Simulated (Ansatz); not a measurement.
Worked example: relaxation of cell and atoms of BW2 (I4/mcm, 6 atoms in the cell) in Ansatz (an electronic-structure program).

Computed with PBEsol, default PAW files made with PBE (plane waves; Ansatz).

The change in words: atoms on their sites; basis.ecutwfc: 420 eV → 355 eV; relax: default → cell and atoms. Reference geometry:
```
BW2
1.0
   -2.76967     2.76967     2.37102
    2.76967    -2.76967     2.37102
    2.76967     2.76967    -2.37102
B W
2 4
Direct
  0.26054   0.26054   0.00000
  0.75000   0.75000   0.00000
  0.67031   0.82969   0.50000
  0.32969   0.17031   0.50000
  0.82969   0.32969   0.15938
  0.17031   0.67031   0.84062
```

Reference input (self-consistent single point, DFT, PBEsol, plane waves, default PAW files made with PBE): basis.ecutwfc = 420 eV; kpoints.mp_grid.grid = 6 6 6; hamiltonian.xc = pbesol; hamiltonian.pseudopotentials = {kind: paw} (the program's default PAW files); scf.occupations.method = gaussian; scf.occupations.width = 0.1 eV. This run's input differs from it in these lines:

Ansatz 0.2 input:
```diff
@@ -6,3 +6,3 @@
   atoms:
-    - { symbol: B, position: [0.260544, 0.260544, 0.000000] }
+    - { symbol: B, position: [0.250000, 0.250000, 0.000000] }
     - { symbol: B, position: [0.750000, 0.750000, 0.000000] }
@@ -13,3 +13,3 @@
 basis:
-  ecutwfc: 420.0
+  ecutwfc: 355.0
 kpoints:
@@ -21,2 +21,4 @@
   occupations: { method: gaussian, width: 0.1 }
+relax:
+  cell: {}
 output:
```

The program printed (abridged):

```
   [... SCF lines of the steps left out ...]
relax step   1: F+E_penalty+E_count = -41333.39552520 eV  Δ(F+E_penalty+E_count) = +0.000e0 eV  max|allowed force component| = 1.206e-1 eV/Å  Δτ_max = 0.0000 Å  P = +0.441 GPa  Ω = 72.753 Å³  (6 SCF iters, dr2 threshold 1.00e-7 eV, accepted)
relax step   2: F+E_penalty+E_count = -41333.39385848 eV  Δ(F+E_penalty+E_count) = +1.667e-3 eV  max|allowed force component| = 1.797e-1 eV/Å  Δτ_max = 0.0122 Å  P = -0.160 GPa  Ω = 72.833 Å³  energy of the carried Pulay correction = -2.443e-4 eV  [...]
relax step   3: F+E_penalty+E_count = -41333.39855548 eV  Δ(F+E_penalty+E_count) = -3.030e-3 eV  max|allowed force component| = 1.389e-2 eV/Å  Δτ_max = 0.0043 Å  P = -0.076 GPa  Ω = 72.840 Å³  energy of the carried Pulay correction = -2.664e-4 eV  [...]
relax step   4: F+E_penalty+E_count = -41333.39872807 eV  Δ(F+E_penalty+E_count) = -1.726e-4 eV  max|allowed force component| = 6.412e-4 eV/Å  Δτ_max = 0.0005 Å  P = +0.028 GPa  Ω = 72.815 Å³  energy of the carried Pulay correction = -1.913e-4 eV  [...]
relax step   5: F+E_penalty+E_count = -41333.39887561 eV  Δ(F+E_penalty+E_count) = -1.475e-4 eV  max|allowed force component| = 7.028e-4 eV/Å  Δτ_max = 0.0000 Å  P = +0.033 GPa  Ω = 72.815 Å³  stress off target by 3.43e-2 GPa  SCF on the basis [...]
basis re-selected at this cell: Δ(F+E_penalty+E_count) = -1.475e-4 eV, ΔP = +0.005 GPa vs the last step
the relaxation is at rest under the 16 symmetry operations that the run kept from its start: a minimum is not shown …
Stability not checked: this state was not tested for a lower state beside it, because too few of the mixer's solves of this state at the end of the SCF gave a …
Free energy (F): -41333.398876 eV
Internal energy: -41333.386760 eV  (E = F + TS)
   [... lines left out ...]
Fermi energy:    21.865791 eV
  cell:  # Å, volume = 72.8154 Å³
   [... lines left out ...]
    - { symbol: B, position: [0.7500000000000001, 0.7500000000000001, -1.4679591975571718e-20] }
    - { symbol: W, position: [0.669708670757443, 0.8302913292425572, 0.5] }
    - { symbol: W, position: [0.330291329242557, 0.16970867075744298, 0.5] }
    - { symbol: W, position: [0.8302913292425572, 0.3302913292425571, 0.1605826584851141] }
    - { symbol: W, position: [0.16970867075744292, 0.669708670757443, 0.839417341514886] }
```

The run converged.  The full log also holds: “iter 3 did not close the SCF: its close was put off for the readings that it lacked (scf_convergence_deferred on its scf_iter line)”. The full log also holds: “iter 4 did not close the SCF: its close was put off for the readings that it lacked (scf_convergence_deferred on its scf_iter line)”.

Summary of the result:
- Free energy E − TS (on the zero of these files) = -41333.3989 eV
- Fermi level (on the code's own zero) = 21.87 eV
- Pressure = 0.03 GPa
- Final cell = a = b = c = 4.578 Å, α = β = 105.68°, γ = 117.35°
- Final volume per atom = 12.14 Å³
- Relaxation steps = 5

The starting cell comes from a database of computed structures (which also holds hypothetical and non-ambient phases and stackings), without a prior relaxation at this level. Its lattice was rescaled by up to half a per cent. Spin polarisation is off. The relaxation keeps the symmetry of its start, so its end need not be a minimum. Ansatz's pressure includes its estimate of the finite-basis (Pulay) stress. The cutoff lies below the one recommended for these files.

Cost on one core of a shared machine: roughly 30 s.
